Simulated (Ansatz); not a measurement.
Functionals compared on CH3 on the 1x1 (110) surface of bcc Ta, one in a 2x2 cell, started at the site 'bridge Ta-Ta (span 3.3 Å)', in Ansatz (plane waves, PAW). The structure was relaxed with PBE; the other rows are single points on it, each with its references at the same level. Cutoff 420 eV (500 eV for r2SCAN).

Slab: 20 atoms, 6.8 Å thick at the start under the adsorbate (thin: gaps and levels are the slab's own); k 5x5x1, smearing 0.1 eV, dipole-corrected; 8 atoms held, the rest relaxed; no symmetry held; no spin, no spin-orbit, no U, no dispersion correction. At the end it is bonded to 3 Ta. In PBE it is, or lies within 0.03 eV of, the lowest of the starts that converged. These notes are the PBE run's. Adsorption energies are against CH4(g) − ½ H2(g). A negative adsorption energy means that the adsorbate is more stable on the surface than in its reference.

```
functional  adsorption energy (eV)  work function of the top face (eV)  change of the work function (eV)   rough cost of the single point
----------  ----------------------  ----------------------------------  --------------------------------  -------------------------------
PBE                          -0.07                                3.76                             -1.01                                –
RPBE                          0.19                                3.66                             -1.00  around 100 core-seconds (rough)
r2SCAN                       -0.30                                3.78                             -1.09           roughly 3 core-minutes
```

Ansatz is a first-principles code.
